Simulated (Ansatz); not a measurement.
How far PBE and r2SCAN part for HfO2, O → C

The parent structure is HfO2 (space group Pca2_1, No. 29; a = 5.2944 Å, b = 5.0698 Å, c = 5.1018 Å).

(Cell as relaxed with PBE.)

Levels (all Ansatz, a quantum-chemistry and plane-wave program, PAW, earlier PAW set): PBE (420 eV, no spin-orbit coupling); r2SCAN (500 eV, spin-orbit coupling left out).

Each level relaxes its own structure.

```csv
base,PBE,r2SCAN
volume per atom,11.41 Å³,11.13 Å³
band gap,4.39 eV,4.97 eV
```

Perturbation: C takes the place of O on all its sites, then cell and atoms are relaxed.

```csv
quantity,PBE,r2SCAN
space group,Cmcm (No. 63),Cmcm (No. 63)
volume per atom,11.77 Å³,11.66 Å³
band gap,zero,zero
```

PBE's volume per atom lies 0.11 Å³ above r2SCAN's (1.0 %); the two agree on the space group and band gap. Neither level is exact; r2SCAN is the comparison here, not a measurement.

With Hf present, leaving out spin-orbit coupling can change the band edges. No phonon test of stability was made. As relaxed here, HfC2 is a hypothetical phase, not in the database extracts checked. The final runs are not spin-polarised. This is not the structure that HfO2 has at room temperature and ambient pressure.
